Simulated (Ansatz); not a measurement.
Reference: Mg2Ge (Fm-3m), HSE06, rigid bands (plane waves, PAW, scalar-relativistic; Ansatz, an electronic-structure program); geometry: cell and atoms relaxed with PBEsol.

Mg₂Ge has the cubic space group Fm-3m (No. 225), the anti-fluorite structure, Pearson symbol cF12. Lattice parameters: a = b = c = 6.3635 Å, α = β = γ = 90.00°. Mg on 8c is surrounded by 4 Ge at 2.755 Å (tetrahedral). Ge on 4a has 8 Mg at 2.755 Å (cubic). (Neighbours: up to the widest gap in distance over summed covalent radii, below 1.35, at either atom; cation-cation and far metal-metal contacts left out.)
(The calculation used a cell of 3 atoms; values per cell refer to that cell.)

| Property | Value |
|---|---|
| band gap | 0.51 eV |
| electron conductivity mass | 0.26 mₑ |
| Seebeck coefficient, n-type 1e19 cm⁻³ | -226 μV/K |

Swap Ge for Si, keeping the structure type. How do these values move?

Mg2Si (Fm-3m): volume per atom 21.5 to 21.1 Å³; band gap rises (0.51 eV to 0.56 eV); electron conductivity mass stays about the same (0.26 mₑ to 0.27 mₑ); Seebeck coefficient, n-type 1e19 cm⁻³ stays about the same (-226 μV/K to -234 μV/K).

Moves up to 5 % count as about the same. Masses are for dilute carriers at 300 K, harmonic means over directions unless an axis is named. Seebeck coefficients are for the stated density at 300 K, with one relaxation time for all states and whether or not that doping can be reached. Spin-orbit coupling is left out.
